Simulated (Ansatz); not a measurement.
Take Cd (space group R-3m, No. 166; a = 3.190 Å, c = 7.161 Å (hexagonal axes); a cell from a computed database, its experimental status unchecked; relaxed with 0.1 eV smearing) as the base. Axes: x lies along a and z along c of the hexagonal cell.

Method: PBEsol/PAW in Ansatz (an electronic-structure program), without spin-orbit coupling.

It is then changed as follows: the cell is compressed by 1.20 % along y with no lateral relaxation; the atoms relax in the strained cell.

**Question.** Predict the stress tensor and what it implies for the stiffness.

**Answer.** Stress of the strained cell less that of the base (GPa, compression positive):
```
    0.7     0.0     0.0
    0.0     0.7     0.1
    0.0     0.1     0.6
```

Then −Δσ_ii/ε with ε = -0.0120 gives relaxed-ion elastic constants: C22 ≈ 61 GPa, C12 ≈ 57 GPa and C23 ≈ 54 GPa.

No phonon test of stability was made. This is not the structure that Cd has at room temperature and ambient pressure.
